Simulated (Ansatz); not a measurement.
## Ansatz run on Sn (Fd-3m, 2 atoms in the cell): self-consistent single point

Method: PBE (plane waves, PAW; Ansatz, a program for electronic structure).

This input was run:

Ansatz 0.2 input:
```yaml
# Sn
crystal:
  lattice:
    - [0.000000, 3.244500, 3.244500]
    - [3.244500, 0.000000, 3.244500]
    - [3.244500, 3.244500, 0.000000]
  atoms:
    - { symbol: Sn, position_ang: [0.000000, 0.000000, 0.000000] }
    - { symbol: Sn, position_ang: [1.622250, 1.622250, 1.622250] }
kpoints:
  mp_grid: { grid: [9, 9, 9] }
hamiltonian:
  xc: pbe
  pseudopotentials: { kind: paw }
scf:
  occupations: { method: fermi_dirac, width: 0.05 }
output:
  forces: true
  eigenvalues: true
  stress: true
```

Log, with long lists cut:

```
WARN basis.ecutwfc = 420 eV, the default
WARN ansatz: RAYON_NUM_THREADS=1 ignored (pool sized by the plan → 1); use --threads N
Pseudopotentials: kind: paw
Pseudopotential: Sn, paw, valence charge 14
Crystal: 2 atoms, lattice volume = 68.308 Å³
Basis set: ecut = 420 eV, 1363 PW (Γ), exchange–correlation on 64×64×64 points (8 copies of the dense FFT grid, shifted against one another)
Bands: 18, of which v1, the nominal top of the filled ones, is band 14 counted from 1 (13 counted from 0)
Symmetry: 48 space group operations
Space group: Fd-3m (ITA 227), of the structure as read, at distance tolerance 4.1e-5 Å
k-points: 35 of 729
Initial density: superposition of atomic densities (neutral atoms: chi_scale 0, normalization atom), corrected by the library's trained network
Initial wavefunctions: pseudopotential atomic-orbital guess
Eigensolver: davidson
Functional: x = pbe(κ = 0.804, μ = 0.2195149727645171), c = pbe(β = 0.06672455060314922)
SCF iter   1: F=—  HF=-12048.371454 eV  |F-HF|=—  |Δ(HF+E_count)|=         —  Δρ=6.93e-4  dr2=4.11e-4  ethr=1.77e-3  ⟨swp⟩=6.0  Hψ=3371  notcnv=0
all-band conjugate gradients solve this SCF's bands
preconditioner: auto → none
SCF iter   2: F=—  HF=-12048.370519 eV  |F-HF|=—  |Δ(HF+E_count)|=   9.35e-4  Δρ=4.27e-4  dr2=1.74e-4  ethr=1.47e-6  ⟨swp⟩=2.0  Hψ=1419  notcnv=0
SCF iter   3: F=—  HF=-12048.370620 eV  |F-HF|=—  |Δ(HF+E_count)|=   1.01e-4  Δρ=1.38e-4  dr2=1.12e-5  ethr=6.20e-7  ⟨swp⟩=2.0  Hψ=1119  notcnv=0
SCF iter   4: F=—  HF=-12048.370661 eV  |F-HF|=—  |Δ(HF+E_count)|=   4.08e-5  Δρ=6.03e-5  dr2=2.29e-6  ethr=4.01e-8  ⟨swp⟩=2.0  Hψ=774  notcnv=0
iter 5 did not close the SCF: its close was put off for the readings that it lacked (scf_convergence_deferred on its scf_iter line)
SCF iter   5: F=-12048.370664 eV  HF=-12048.370664 eV  |F-HF|=1.02e-8  |Δ(HF+E_count)|=   2.68e-6  Δρ=4.52e-6  dr2=1.24e-8  ethr=8.17e-9  ⟨swp⟩=2.0  Hψ=1121  notcnv=0
SCF iter   6: F=-12048.370664 eV  HF=-12048.370664 eV  |F-HF|=3.38e-10  |Δ(HF+E_count)|=   1.94e-8  Δρ=1.01e-6  dr2=4.25e-10  ethr=4.43e-11  ⟨swp⟩=2.7  Hψ=2110  notcnv=0
SCF 1 converged in 6 iterations: F = -12048.370664 eV  dr2 = 4.25e-10
SCF converged after 6 iterations
Free energy (F): -12048.370664 eV
Harris-Foulkes:  -12048.370664 eV  (|F-HF|=3.38e-10)
Internal energy: -12048.368893 eV  (E = F + TS)
E sigma→0 (E₀):  -12048.369779 eV
Entropy (-TS):   -0.001770 eV (-0.885 meV/atom)
Fermi energy:    7.819614 eV
--- Per-component energies (eV) ---
  E_band       = -247.861721
  E_kinetic    = 375.022500
  E_local      = -2301.053976  (includes V_loc(G=0)·N_el)
  E_nonlocal   = -63.867754
  E_hartree    = 1324.675038
  E_xc         = -764.201926
  E_vxc        = -191.221080  (∫ρ·V_xc dr)
  E_paw        = -8276.004805  (= ΣΔE_a)
  E_vpaw       = -716.090320  (= ΣTr[D̂ρ^β])
  E_aug_tail   = -0.000001  (compensation charges beyond the density's cutoff)
  E_ewald      = -2342.937971
  E_smearing   = -0.001770  (= −TS)
  E_closure    = 0.000000  (closes the sum)
  Σ components = -12048.370664   (vs F -12048.370664, Δ=0.00e0)
--- Forces (eV/Å), atoms counted from 1 ---
  atom   1  Sn    -0.00000000     0.00000000     0.00000000
  atom   2  Sn    -0.00000000     0.00000000    -0.00000000
  max |Σ_I F_I| component: 4.63e-17 eV/Å
--- Stress (GPa, compression-positive) ---
        3.262603       0.000000      -0.000000
        0.000000       3.262603       0.000000
        0.000000      -0.000000       3.262603
  P = ⅓ Tr σ = 3.2626 GPa (32.626 kbar)
  The stress holds the Pulay correction. Without it, at fixed plane waves, as pw.x and ABINIT print it: P = 3.2344 GPa
--- Band table (eV; the first three rows and the last of 35) ---
  k-point 0: bands = ["-13.8526", "-13.8526", "-13.8526", "-13.7931", "-13.7931", "-13.4830", "-13.4830", "-13.4830", "-13.4743", "-13.4743", "-2.7726", "7.2014", "7.9195", "7.9195", "7.9195", "9.9944", "9.9944", "9.9944"]
  k-point 1: bands = ["-13.8616", "-13.8616", "-13.8496", "-13.7805", "-13.7805", "-13.5025", "-13.5025", "-13.4868", "-13.4570", "-13.4570", "-2.6530", "5.8797", "7.6856", "7.6856", "8.4267", "10.2948", "10.2948", "10.5406"]
  k-point 2: bands = ["-13.8754", "-13.8754", "-13.8418", "-13.7583", "-13.7583", "-13.5232", "-13.5232", "-13.4966", "-13.4413", "-13.4413", "-2.3042", "4.2024", "7.2654", "7.2654", "8.2666", "10.8004", "10.8004", "11.9504"]
  k-point 34: bands = ["-13.9230", "-13.9168", "-13.7388", "-13.6856", "-13.6638", "-13.6194", "-13.6162", "-13.5740", "-13.3941", "-13.3881", "-0.0713", "0.8409", "4.6307", "5.1117", "10.8926", "10.9949", "11.6496", "12.8947"]
```

The run converged in 6 iterations.

The starting cell has typed, rounded lattice constants, without a prior relaxation at this level. With a pressure of about 3 GPa the cell is away from its equilibrium volume at this level. Ansatz's pressure includes its estimate of the finite-basis (Pulay) stress.
